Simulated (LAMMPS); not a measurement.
Molecular dynamics of Ni (fcc), solid and liquid side by side in a cell of 3024 atoms at 5 GPa.

Method: classical MD, pair style eam/alloy, file CuNi.eam.alloy (LAMMPS).

```yaml
melting_point: 1750 ± 35 K
enthalpy_of_fusion: 0.17 eV/atom
entropy_of_fusion: 1.1 kB/atom
volume_change_on_melting: 4.9 %
volume_of_the_solid_at_the_melting_point: 11.49 Å³/atom
volume_of_the_liquid_there: 12.06 Å³/atom
Clausius-Clapeyron slope: 36 K/GPa
limit_of_superheating_of_the_perfect_crystal: 2200 K
cost: about 50 core-minutes (a rough figure)
```

Potential: file CuNi.eam.alloy of the LAMMPS distribution; its header cites Onat and Durukanoglu, J Phys Cond Matt, 26, 035404 (2014).

Caution: the error of the potential's melting point is set to 2 % at least, a picked allowance for cell size and run length.
